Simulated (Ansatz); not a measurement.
The parent structure is SrTiO₃ in the cubic perovskite structure (space group Pm-3m, No. 221; a = 3.891 Å).

Calculations: PBEsol in Ansatz (plane waves to 420 eV, PAW, no spin-orbit coupling).

One change was made to it. Results:

The volume per atom shrinks by 0.18 Å³ to 11.60 Å³; the smallest direct gap goes up by 0.02 eV (2.19 eV → 2.21 eV).

### Question
Which change produced these results?
A. pressure 1.5 GPa
B. pressure −1 GPa
C. pressure 0.3 GPa
D. pressure 3 GPa

### Answer
D, pressure 3 GPa. For comparison, the volume per atom in the other runs: pressure 0.3 GPa gives 11.76 Å³; pressure 1.5 GPa gives 11.69 Å³; pressure −1 GPa gives 11.85 Å³.

Load acts through the strain it causes; cell and atoms are relaxed under it. Stability against distortions was not tested. All final runs are without spin polarisation. Many cubic perovskites are stable only at high temperature; tilts and polar distortions were not tested.

Ansatz is a first-principles code.
